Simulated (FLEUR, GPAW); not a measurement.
A GPAW input for a self-consistent single point of TiB₂Mo (Amm2, 4 atoms in the cell) (DFT LDA (Perdew-Wang 92), plane waves, GPAW PAW datasets LDA (gpaw-data 1.0.1)):

```python
from ase import Atoms
from ase.units import GPa
from gpaw import GPAW, PW, FermiDirac

atoms = Atoms(['Ti', 'B', 'B', 'Mo'],
              cell=[[3.115440, 0.000000, 0.000000],
                    [0.000000, 1.605651, 4.266662],
                    [0.000000, -1.605651, 4.266662]],
              scaled_positions=[[0.000000, 0.147300, 0.147300],
                                [0.500000, 0.558750, 0.558750],
                                [0.000000, 0.439940, 0.439940],
                                [0.500000, 0.854020, 0.854020]],
              pbc=True)

calc = GPAW(mode=PW(900),
            xc='LDA',
            kpts={'size': (10, 10, 10), 'gamma': True},
            occupations=FermiDirac(0.1),
            nbands=-12,
            convergence={'density': 1e-05},
            symmetry={'symmorphic': False, 'tolerance': 0.0005},
            maxiter=150,
            txt='-')

atoms.calc = calc

energy = atoms.get_potential_energy()
print('Energy (eV):', round(energy, 6))
forces = atoms.get_forces()
print('Forces (eV/Ang):')
print(forces.round(5))
stress = atoms.get_stress()
print('Stress (GPa, Voigt):', (stress / GPa).round(4))
```

Write the same calculation as an input for FLEUR.

One input that does it (others would too):

Input of the input generator:

```
TiB2Mo FLAPW
&input film=f /
5.8873283577 0.0000000000 0.0000000000
0.0000000000 3.0342406417 8.0628226463
0.0000000000 -3.0342406417 8.0628226463
1.0
1.0 1.0 1.0

4
22 0.0000000000 0.1473000000 0.1473000000
5 0.5000000000 0.5587500000 0.5587500000
5 0.0000000000 0.4399400000 0.4399400000
42 0.5000000000 0.8540200000 0.8540200000

&comp jspins=1 /
&exco xctyp='pz' /
&kpt div1=10 div2=10 div3=10 gamma=t /
&end /
```

```xml
<?xml version="1.0" encoding="UTF-8" standalone="no"?>
<fleurInput fleurInputVersion="0.39">
   <comment>
      TiB2Mo FLAPW                                                                                        
   </comment>
   <calculationSetup>
      <cutoffs Kmax="4.0" Gmax="16.0" GmaxXC="16.0" numbands="0"/>
      <scfLoop itmax="80" minDistance="0.00001" maxIterBroyd="40" imix="Anderson" alpha="0.05" precondParam="0.0" spinf="2.0"/>
      <coreElectrons ctail="T" frcor="F" kcrel="0" coretail_lmax="0"/>
      <xcFunctional name="pz" relativisticCorrections="F"/>
      <magnetism jspins="1"/>
      <soc l_soc="F" theta="0.0" phi="0.0" spav="F"/>
      <expertModes spex="0" secvar="F"/>
      <geometryOptimization l_f="T" forcealpha="1.0" forcemix="BFGS" epsdisp="0.00001" epsforce="0.00001"/>
      <ldaU l_linMix="F" mixParam="0.05" spinf="1.0"/>
   </calculationSetup>
   <cell>
      <bzIntegration valenceElectrons="32.0" mode="hist" fermiSmearingEnergy="0.00367493">
         <kPointListSelection listName="default-1"/>
         <!-- k-points included here -->
         <xi:include xmlns:xi="http://www.w3.org/2001/XInclude" href="kpts.xml"> </xi:include>
      </bzIntegration>
      <!-- symmetry operations included here -->
      <xi:include xmlns:xi="http://www.w3.org/2001/XInclude" href="sym.xml"> </xi:include>
      <bulkLattice scale="1.0">
         <bravaisMatrix>
            <row-1>    5.8873283577000004     0.0000000000000000     0.0000000000000000</row-1>
            <row-2>    0.0000000000000000     3.0342406416999999     8.0628226463000008</row-2>
            <row-3>    0.0000000000000000    -3.0342406416999999     8.0628226463000008</row-3>
         </bravaisMatrix>
      </bulkLattice>
   </cell>
   <atomSpecies>
      <species name="Titanium (Ti)" element="Ti" atomicNumber="22">
         <mtSphere radius="2.53" gridPoints="873" logIncrement="0.014"/>
         <atomicCutoffs lmax="10" lnonsphr="8"/>
         <electronConfig flipSpins="F">
            <coreConfig>(1s1/2) (2s1/2) (2p1/2) (2p3/2)</coreConfig>
            <valenceConfig>(3s1/2) (3p1/2) (3p3/2) (4s1/2) (3d3/2) (3d5/2)</valenceConfig>
            <stateOccupation state="(3d3/2)" spinUp="0.4" spinDown="0.4"/>
            <stateOccupation state="(3d5/2)" spinUp="0.6" spinDown="0.6"/>
         </electronConfig>
         <energyParameters s="4" p="4" d="3" f="4"/>
         <lo type="SCLO" l="0" n="3" eDeriv="0"/>
         <lo type="SCLO" l="1" n="3" eDeriv="0"/>
      </species>
      <species name="Boron (B)" element="B" atomicNumber="5">
         <mtSphere radius="1.64" gridPoints="565" logIncrement="0.018"/>
         <atomicCutoffs lmax="6" lnonsphr="4"/>
         <electronConfig flipSpins="F">
            <coreConfig>(1s1/2)</coreConfig>
            <valenceConfig>(2s1/2) (2p1/2) (2p3/2)</valenceConfig>
            <stateOccupation state="(2p1/2)" spinUp="0.1666666666667" spinDown="0.1666666666667"/>
            <stateOccupation state="(2p3/2)" spinUp="0.3333333333333" spinDown="0.3333333333333"/>
         </electronConfig>
         <energyParameters s="2" p="2" d="3" f="4"/>
      </species>
      <species name="Molybdenum (Mo)" element="Mo" atomicNumber="42">
         <mtSphere radius="2.52" gridPoints="869" logIncrement="0.015"/>
         <atomicCutoffs lmax="10" lnonsphr="8"/>
         <electronConfig flipSpins="F">
            <coreConfig>(1s1/2) (2s1/2) (2p1/2) (2p3/2) (3s1/2) (3p1/2) (3p3/2) (3d3/2) (3d5/2)</coreConfig>
            <valenceConfig>(4s1/2) (4p1/2) (4p3/2) (5s1/2) (4d3/2) (4d5/2)</valenceConfig>
            <stateOccupation state="(5s1/2)" spinUp="0.5" spinDown="0.5"/>
            <stateOccupation state="(4d3/2)" spinUp="1.0" spinDown="1.0"/>
            <stateOccupation state="(4d5/2)" spinUp="1.5" spinDown="1.5"/>
         </electronConfig>
         <energyParameters s="5" p="5" d="4" f="4"/>
         <lo type="SCLO" l="0" n="4" eDeriv="0"/>
         <lo type="SCLO" l="1" n="4" eDeriv="0"/>
      </species>
   </atomSpecies>
   <atomGroups>
      <atomGroup species="Titanium (Ti)">
         <relPos label="                   1">.0000000000 .1473000000 .1473000000</relPos>
         <force calculate="T" relaxXYZ="TTT"/>
      </atomGroup>
      <atomGroup species="Boron (B)">
         <relPos label="                   2">1.000/2.000 -.4412500000 -.4412500000</relPos>
         <force calculate="T" relaxXYZ="TTT"/>
      </atomGroup>
      <atomGroup species="Boron (B)">
         <relPos label="                   3">.0000000000 .4399400000 .4399400000</relPos>
         <force calculate="T" relaxXYZ="TTT"/>
      </atomGroup>
      <atomGroup species="Molybdenum (Mo)">
         <relPos label="                   4">1.000/2.000 -.1459800000 -.1459800000</relPos>
         <force calculate="T" relaxXYZ="TTT"/>
      </atomGroup>
   </atomGroups>
   <output dos="F" band="F" slice="F">
      <checks vchk="F" cdinf="F"/>
      <bandDOS minEnergy="-.5*Htr" maxEnergy="0.5*Htr" sigma="0.015" storeEVData="T"/>
      <vacuumDOS vacdos="F" integ="F" star="F" nstars="0" locx1="0.0" locy1="0.0" locx2="0.0" locy2="0.0" nstm="0" tworkf="0.0"/>
      <unfoldingBand unfoldBand="F" supercellX="1" supercellY="1" supercellZ="1"/>
      <plotting iplot="0" polar="F">
         <plot TwoD="T" vec1="  1.0  0.0  0.0" vec2="  0.0  1.0  0.0" vec3="  0.0  0.0  1.0" zero="  0.0  0.0  0.0" file="plot"/>
      </plotting>
      <chargeDensitySlicing numkpt="0" minEigenval="0.0" maxEigenval="0.0" nnne="0" pallst="F"/>
      <specialOutput eonly="F"/>
      <magneticCircularDichroism mcd="F" energyLo="-10.0" energyUp="0.0"/>
   </output>
  <!-- We include the file relax.xml here to enable relaxations (see documentation) -->
  <xi:include xmlns:xi="http://www.w3.org/2001/XInclude" href="relax.xml"> <xi:fallback/> </xi:include>
</fleurInput>
```

Basis settings and potentials, where a program has them, do not carry over. This input uses DFT, LDA (Perdew-Zunger), all-electron FLAPW (FLEUR), scalar-relativistic valence. LDA parametrisations can differ slightly between programs.

The starting cell comes from a database of computed structures (which also holds hypothetical and non-ambient phases and stackings), without a prior relaxation at this level. Its lattice was rescaled by a random factor within 2.5 % of one.
